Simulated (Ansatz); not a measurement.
Pair distribution function (total) of Si (diamond structure), cell Si64, started from the crystal, held near 2 GPa [in the run: it stayed crystalline; mean temperature 298 K (target 300 K); density 2.30 g/cm³; Γ point only, which a denser mesh shifts by -0.8 GPa in pressure and 0.03 eV/Å in forces], from MD at 298 K. Level of theory: PBE (plane waves, PAW; Ansatz, a quantum-chemistry and plane-wave program). Volume per atom 20.27 Å³, mean pressure 2.0 GPa. 

```
r (Å) | g(r)
     1.50 |  0.00
     1.54 |  0.00
     1.58 |  0.00
     1.62 |  0.00
     1.66 |  0.00
     1.70 |  0.00
     1.74 |  0.00
     1.78 |  0.00
     1.82 |  0.00
     1.86 |  0.00
     1.90 |  0.00
     1.94 |  0.00
     1.98 |  0.00
     2.02 |  0.00
     2.06 |  0.00
     2.10 |  0.00
     2.14 |  0.00
     2.18 |  0.01
     2.22 | # 0.28
     2.26 | ##### 1.42
     2.30 | ################## 4.72
     2.34 | ############################## 7.87
     2.38 | ############################# 7.71
     2.42 | ################# 4.58
     2.46 | ####### 1.73
     2.50 | ## 0.47
     2.54 |  0.08
     2.58 |  0.01
     2.62 |  0.00
     2.66 |  0.00
     2.70 |  0.00
     2.74 |  0.00
     2.78 |  0.00
     2.82 |  0.00
     2.86 |  0.00
     2.90 |  0.00
     2.94 |  0.00
     2.98 |  0.00
     3.02 |  0.00
     3.06 |  0.00
     3.10 |  0.00
     3.14 |  0.00
     3.18 |  0.00
     3.22 |  0.00
     3.26 |  0.00
     3.30 |  0.00
     3.34 |  0.00
     3.38 |  0.00
     3.42 |  0.00
     3.46 |  0.00
     3.50 |  0.00
     3.54 |  0.01
     3.58 |  0.05
     3.62 | # 0.19
     3.66 | ## 0.54
     3.70 | ##### 1.30
     3.74 | ########## 2.54
     3.78 | ################ 4.09
     3.82 | #################### 5.35
     3.86 | ####################### 5.95
     3.90 | #################### 5.17
     3.94 | ############## 3.70
     3.98 | ######## 2.10
     4.02 | #### 1.02
     4.06 | # 0.39
     4.10 |  0.12
     4.14 |  0.03
     4.18 |  0.02
     4.22 |  0.04
     4.26 |  0.12
     4.30 | # 0.32
     4.34 | ### 0.76
     4.38 | ##### 1.40
     4.42 | ######### 2.33
     4.46 | ############ 3.24
     4.50 | ############## 3.73
     4.54 | ############## 3.69
     4.58 | ############ 3.15
     4.62 | ######### 2.32
     4.66 | ##### 1.38
     4.70 | ### 0.74
     4.74 | # 0.30
     4.78 |  0.11
     4.82 |  0.03
     4.86 |  0.01
     4.90 |  0.00
     4.94 |  0.00
     4.98 |  0.00
     5.02 |  0.00
     5.06 |  0.00
```

Question: From these data, give where the first shell ends and the number of neighbours in it.

Answer: g is nil from 2.6 to 3.5 Å, so any cut there serves; 4.0 neighbours in the shell, from n = 4πρ∫r²g(r)dr.
